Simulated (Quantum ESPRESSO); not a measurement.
Worked example: self-consistent single point of FeCo (Pm-3m, 2 atoms in the cell) in Quantum ESPRESSO.

Computed with PBE, PSlibrary ultrasoft (PBE) pseudopotentials (plane waves; Quantum ESPRESSO).

```
CELL_PARAMETERS angstrom
      2.77288     0.00000     0.00000
      0.00000     2.77288     0.00000
      0.00000     0.00000     2.77288
ATOMIC_POSITIONS crystal
  Fe 0.00000 0.00000 0.00000
  Co 0.50000 0.50000 0.50000
```
Moments meant for the start (each program seeds them in its own way; μB, in the order of the atoms Fe Co): 4.0 3.0.

Reference input (self-consistent single point, DFT, PBE, plane waves, PSlibrary ultrasoft (PBE) pseudopotentials): ecutwfc = 55 Ry; ecutrho = 330 Ry; occupations = smearing; smearing = fd; degauss = 0.0073499 Ry; nspin = 2; potentials = {Fe: Fe.pbe-n-rrkjus_psl.1.0.0.UPF, Co: Co.pbe-n-rrkjus_psl.1.0.0.UPF}; K_POINTS = automatic 12 12 12 0 0 0; conv_thr = 1e-10 Ry; mixing_beta = 0.2. This run's input differs from it in these lines:

```diff
@@ -20,2 +20,3 @@
   starting_magnetization(2) = 0.333,
+  tot_magnetization = 9,
 /
```

Output (repeated stretches shortened):

```
     Self-consistent Calculation

     iteration #  1     ecut=    55.00 Ry     beta= 0.20

     total energy              =    -136.37573380 Ry
     estimated scf accuracy    <       0.31123789 Ry

     total magnetization       =     9.00 Bohr mag/cell
     absolute magnetization    =     9.00 Bohr mag/cell

     iteration #  2     ecut=    55.00 Ry     beta= 0.20

     total energy              =    -136.38970978 Ry
     estimated scf accuracy    <       0.17984705 Ry

     total magnetization       =     9.00 Bohr mag/cell
     absolute magnetization    =     9.00 Bohr mag/cell

     iteration #  3     ecut=    55.00 Ry     beta= 0.20

   [... lines left out ...]
     absolute magnetization    =     9.00 Bohr mag/cell

   [... 10 blocks of this kind left out ...]

     iteration # 14     ecut=    55.00 Ry     beta= 0.20

     total energy              =    -136.41865884 Ry
     estimated scf accuracy    <          4.3E-10 Ry

     total magnetization       =     9.00 Bohr mag/cell
     absolute magnetization    =     9.00 Bohr mag/cell

     iteration # 15     ecut=    55.00 Ry     beta= 0.20

     Magnetic moment per site  (integrated on atomic sphere of radius R)
     atom   1 (R=0.357)  charge=  6.2241  magn=  4.3219
     atom   2 (R=0.357)  charge=  7.3594  magn=  3.4368
     End of self-consistent calculation

     Number of k-points >= 100: set verbosity='high' to print the bands.

     the spin up/dw Fermi energies are    23.4183   13.1168 ev

!    total energy              =    -136.41865884 Ry
     estimated scf accuracy    <          5.6E-11 Ry
     smearing contrib. (-TS)   =      -0.00630346 Ry
     internal energy E=F+TS    =    -136.41235538 Ry

     total magnetization       =     9.00 Bohr mag/cell
     absolute magnetization    =     9.00 Bohr mag/cell

     convergence has been achieved in  15 iterations

     Forces acting on atoms (cartesian axes, Ry/au):

     atom    1 type  1   force =     0.00000000    0.00000000    0.00000000
     atom    2 type  2   force =     0.00000000    0.00000000    0.00000000

     Total force =     0.000000     Total SCF correction =     0.000000

          total   stress  (Ry/bohr**3)                   (kbar)     P=     1528.83
   0.01039279   0.00000000   0.00000000         1528.83        0.00        0.00
   0.00000000   0.01039279   0.00000000            0.00     1528.83        0.00
   0.00000000   0.00000000   0.01039279            0.00        0.00     1528.83

   JOB DONE.
```

The run converged in 15 iterations. Against the reference run the free energy goes up by 6.57 eV/atom, the pressure goes from 17.72 to 152.9 GPa and the size of the net moment goes from 2.21 to 4.50 μB/atom.

The starting cell comes from a database of computed structures (which also holds hypothetical and non-ambient phases and stackings), without a prior relaxation at this level. Its lattice was rescaled by a random factor within 2.5 % of one. The moment is imposed by the input (tot_magnetization), so the state need not be the ground state. The magnetic order is the one reached from the typed start; others were not searched systematically. With a pressure of about 153 GPa the cell is away from its equilibrium volume at this level.

Cost on one core of a shared machine: roughly 40 s.
